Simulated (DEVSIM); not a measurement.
Device: Schottky contact on n-type Si, at 300 K.

Layer 1 from the left is Si, thickness (μm) 1.10, Nd (cm⁻³) 1.2e16, τn (s) 2.5e-7, τp (s) 2.5e-7.

Left contact: Schottky, work function 4.69 eV, emission velocity 5.4e6 cm/s. Right contact: ohmic. Voltage is applied to the left contact. Recombination: SRH at mid-gap. Mobility is μmin + (μ − μmin)/(1 + (N/Nref)^α).

This is a model device: material constants are rounded textbook-type values typed into the input, and sizes, dopings and lifetimes were drawn at random. Values at 300 K.

Si: gap (eV) 1.124, affinity (eV) 4.05, permittivity 11.7, Nc (cm⁻³) 2.86e19, Nv (cm⁻³) 3.1e19, μn (cm²/Vs) 1417, μp (cm²/Vs) 470, μn,min 52, μp,min 45, Nref,n 9.7e16, Nref,p 2.2e17, αn 0.68, αp 0.72.

Q: Estimate by hand the built-in potential, the peak field at zero bias, the capacitance at -3 V, and compare with a numerical solution.

A: 
- Built-in potential: barrier φB = 0.640 eV; Vbi = φB − kT/q ln(N_band/N) = 0.439 V; numerical 0.439 V.
- Peak field at zero bias: depletion approximation: W = √(2εVbi/(qN)) = 0.217 μm with N = 1.20e16 cm⁻³; field = 2Vbi/W = 40400 V/cm; numerical 39100 V/cm (estimate above by 3.3 %).
- Capacitance at -3 V: C = √(qεN / 2(Vbi + |V|)) = 17.0 nF/cm²; numerical 17.1 nF/cm².

DEVSIM, 1D drift-diffusion, Boltzmann statistics, complete ionisation; no tunnelling, impact ionisation, image-force lowering or self-heating. Metal contacts follow the ideal Schottky-Mott rule: no Fermi-level pinning, no interface dipoles.
